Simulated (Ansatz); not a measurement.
**Computed paths: interstitial Li in monoclinic ZrO2 with all lengths changed by +1 %, charge state +1**

System: interstitial Li in monoclinic ZrO2 with all lengths changed by +1 % (charge state +1). Level of theory: PBE, PAW (plane waves to 420 eV; Ansatz, a quantum-chemistry and plane-wave program).

Settings: 96 host sites, the strained lattice (strain from the relaxed PBE one, atoms relaxed), the Γ point alone, smearing 0.01 eV, spin-restricted, no image-charge correction. No zero-point or tunnelling terms. The charge state is imposed; whether it is stable for some Fermi level was not computed. Sites that were not tried may lie lower.

Barriers: single points on a 2×2×2 k-point mesh shifted by half a step at the bands' geometries.

```csv
Route,Start site over the lowest site run (eV),Hop (Å),Forward barrier (eV),Backward barrier (eV),Neighbours at the start,Neighbours at the saddle,Saddle order,"Forward, on the band's own sampling (eV)"
Li moves alone to another site,0.00,2.63,0.10,0.10,"O at 1.83, O at 1.84, O at 2.01, O at 2.05 Å","O at 1.90, O at 1.91, 2 O at 1.99 Å","not checked, on a symmetry element",0.11
Li moves alone to another site,0.00,3.26,0.98,0.98,"O at 1.83, O at 1.84, O at 2.01, O at 2.05 Å","O at 1.73, 2 O at 1.76, O at 2.16 Å",not checked,0.97
```

Paths come from climbing-image nudged elastic band runs. Of the routes that converged and passed our checks, the lowest saddle point lies 0.10 eV above the lowest of the sites run (Li moves alone to another site); other sites, such as split forms, and other routes may lie lower. A band can be held on a symmetry element, so unchecked saddle points there may be too high.

The whole set of runs took roughly 2.7 core-hours.
